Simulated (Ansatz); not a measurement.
The parent structure is HfO₂ in the fluorite structure (space group Fm-3m, No. 225; a = 5.045 Å).

It is then changed as follows: Cl takes the place of O on all its sites, then cell and atoms are relaxed.

Levels (all Ansatz, a program for electronic structure, PAW, earlier PAW set): PBEsol (420 eV, scalar-relativistic without spin-orbit coupling); r2SCAN (500 eV, without spin-orbit coupling).

The geometry is relaxed with PBEsol.

```
Property                           Result
--------------------------  -------------
PBEsol largest site moment        0.81 μB
PBEsol pressure                   0.0 GPa
PBEsol magnetic state       ferromagnetic
```

**Question.** Predict the largest site moment, pressure and magnetic state from r2SCAN.

**Answer.** The largest site moment rises by 0.206 μB, from 0.81 μB to 1.01 μB; the pressure goes from zero to 5.8 GPa; the magnetic state remains ferromagnetic.

The magnetic state is the one reached from the starting moments; the real material's order can differ, and small cells can't hold many antiferromagnetic ones. Single points use the geometry relaxed with PBEsol. Their cutoffs differ, which shifts pressures a little. Whether these cells are dynamically stable was not tested. As relaxed here, HfCl2 is a hypothetical phase, not in the database extracts checked. This is not the structure that HfO2 has at room temperature and ambient pressure.
